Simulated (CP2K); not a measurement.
Sensitivity of a calculation on CaAlPd (Pbcm, 12 atoms in the cell) to its settings

```yaml
crystal:
  lattice:
    - [5.72863, 0.00000, 0.00000]
    - [0.00000, 7.89607, 0.00000]
    - [0.00000, 0.00000, 5.59583]
  atoms:
    - { symbol: Ca, position: [0.36332, 0.59973, 0.25000] }
    - { symbol: Ca, position: [0.63668, 0.40027, 0.75000] }
    - { symbol: Ca, position: [0.36332, 0.90027, 0.75000] }
    - { symbol: Ca, position: [0.63668, 0.09973, 0.25000] }
    - { symbol: Al, position: [0.10412, 0.25000, 0.00000] }
    - { symbol: Al, position: [0.89588, 0.75000, 0.00000] }
    - { symbol: Al, position: [0.89588, 0.75000, 0.50000] }
    - { symbol: Al, position: [0.10412, 0.25000, 0.50000] }
    - { symbol: Pd, position: [0.12695, 0.97611, 0.25000] }
    - { symbol: Pd, position: [0.87305, 0.02389, 0.75000] }
    - { symbol: Pd, position: [0.12695, 0.52389, 0.75000] }
    - { symbol: Pd, position: [0.87305, 0.47611, 0.25000] }
```

Base run A: PBEsol, GPW, DZVP-MOLOPT-PBE-GTH basis, GTH-PBE potentials (POTENTIAL_UZH) (CP2K), self-consistent single point.

Its settings: CUTOFF = 500 Ry; REL_CUTOFF = 50 Ry; SMEAR/METHOD = MARZARI_VANDERBILT; SIGMA = 0.1 eV; KPOINTS/SCHEME = MONKHORST-PACK 3 3 3; XC_FUNCTIONAL = PBE:PBESOL; Ca/BASIS_SET = DZVP-MOLOPT-PBE-GTH-q10; Ca/POTENTIAL = GTH-PBE-q10; Al/BASIS_SET = DZVP-MOLOPT-PBE-GTH-q3; Al/POTENTIAL = GTH-PBE-q3; Pd/BASIS_SET = DZVP-MOLOPT-PBE-GTH-q18; Pd/POTENTIAL = GTH-PBE-q18; METHOD = GPW; EPS_DEFAULT = 1e-10; NGRIDS = 5; SCF_GUESS = ATOMIC; EPS_SCF = 1e-06; MAX_SCF = 100; ADDED_MOS = 20; MIXING/METHOD = BROYDEN_MIXING.

The starting cell comes from a database of computed structures (which also holds hypothetical and non-ambient phases and stackings), without a prior relaxation at this level. Its lattice was rescaled by a random factor within 2.5 % of one. Spin polarisation is off. Values carry the incompleteness of an atom-centred basis. The potentials were made for another functional than the one used. Without a gap this mesh is coarse (it stands for a supercell whose shortest vector is 17 Å).

ΔF is the free energy per atom less that of run A. A dash stands where there is no value to compare (another energy zero or no entropy term, no result, no spin, no clean gap, or a mesh too coarse for one). Absolute energies have different zeros for different potentials, functionals, Hubbard and dispersion terms and are not compared across them.

Runs B sample the zone with one or two k-points, far too few for so small a cell.

Run A gave: pressure (GPa) -1.42; largest force (eV/Å) 0.075; k-points 14.

Runs:
- B: KPOINTS/SCHEME: MONKHORST-PACK 3 3 3 → default
- C: lattice scaled by 1.015
- D: KPOINTS/SCHEME: MONKHORST-PACK 3 3 3 → MONKHORST-PACK 2 2 3; GAMMA_CENTERED: default → T
- E: FULL_GRID: default → T
- F: PAIR_POTENTIAL/TYPE: default → DFTD3(BJ); REFERENCE_FUNCTIONAL: default → PBEsol; R_CUTOFF: default → 15 angstrom; CALCULATE_C9_TERM: default → T [PBEsol-D3(BJ)+ATM]
- G: CUTOFF: 500 Ry → 580 Ry
- H: SIGMA: 0.1 eV → 0.01 eV
- I: XC_FUNCTIONAL: PBE:PBESOL → GGA_X_WC + GGA_C_PBE [Wu-Cohen GGA]
- J: SCF_GUESS: ATOMIC → RANDOM
- K: MIXING/ALPHA: 0.3 → 0.05
- L: KPOINTS/SYMMETRY: default → T; SYMMETRY_BACKEND: default → SPGLIB

**Question.** What does run F change against A?

**Answer.** The pressure goes from -1.42 to -3.99 GPa and the largest force goes from 0.075 to 0.070 eV/Å.

| run | ΔF (meV/atom) | pressure (GPa) | largest force (eV/Å) | k-points |
|---|---|---|---|---|
| A | 0.00 | -1.42 | 0.075 | 14 |
| B | 196.3 | -1.83 | 0.553 | 1 |
| C | 17.8 | -4.36 | 0.197 | 14 |
| D | 14.4 | -1.31 | 0.094 | 8 |
| E | 0.00 | -1.42 | 0.075 | 27 |
| F | – | -3.99 | 0.070 | 14 |
| G | 0.00 | -1.42 | 0.075 | 14 |
| H | -0.12 | -1.43 | 0.061 | 14 |
| I | – | -1.29 | 0.075 | 14 |
| J | 0.00 | -1.42 | 0.075 | 14 |
| K | 0.00 | -1.42 | 0.075 | 14 |
| L | 0.00 | -1.42 | 0.075 | 8 |

Left out of this page: 1 run of the series held back from this collection.
